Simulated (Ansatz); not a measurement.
All values below come from PBE (plane waves to 420 eV, PAW; Ansatz, an electronic-structure program).

Plane-averaged electrostatic potential energy along the normal, in eV from the Fermi level, for a constructed model of the (111) surface of fcc Au, a layer of Sn in place of the third plane (bottom of the slab: a bare face, its two planes held):

```tsv
z (Å)	V (eV)
3.86	5.23
4.16	5.23
4.45	5.23
4.75	5.22
5.05	5.22
5.34	5.21
5.64	5.18
5.94	5.12
6.23	4.99
6.53	4.69
6.83	3.98
7.13	2.30
7.42	-2.32
7.72	-9.90
8.02	-14.94
8.31	-15.87
8.61	-12.80
8.91	-6.07
9.20	-0.11
9.50	0.88
9.80	-2.51
10.09	-9.76
10.39	-14.99
10.69	-16.21
10.98	-13.48
11.28	-6.97
11.58	-0.57
11.88	1.03
12.17	-1.37
12.47	-8.32
12.77	-14.35
13.06	-16.42
13.36	-14.55
13.66	-8.71
13.95	-1.70
14.25	1.02
14.55	0.55
14.84	-2.63
15.14	-6.94
15.44	-6.72
15.73	-4.46
16.03	-5.49
16.33	-7.49
16.63	-4.97
16.92	-0.58
17.22	0.92
17.52	-0.45
17.81	-6.51
18.11	-13.19
18.41	-16.20
18.70	-15.26
19.00	-10.27
19.30	-2.86
19.59	1.18
19.89	1.21
20.19	-2.95
20.48	-10.28
20.78	-15.03
21.08	-15.70
21.38	-12.33
21.67	-5.26
21.97	1.10
22.27	3.57
22.56	4.56
22.86	4.98
23.16	5.16
23.45	5.24
23.75	5.27
24.05	5.29
24.34	5.29
24.64	5.29
24.94	5.30
25.23	5.30
```

Slab: 6 atoms, 12.0 Å thick at the start; k 15x15x1, smearing 0.1 eV, dipole-corrected; 2 atoms held, the rest relaxed; held to the start's symmetry, so lower structures may exist; no spin, no spin-orbit, no U. In PBE it lies 0.13 eV a 1x1 cell over the lowest computed structure of the same composition (a layer of Sn in place of the second plane).

The vacuum level lies 5.30 eV above the Fermi level over the top face and 5.23 eV above it under the bottom face.
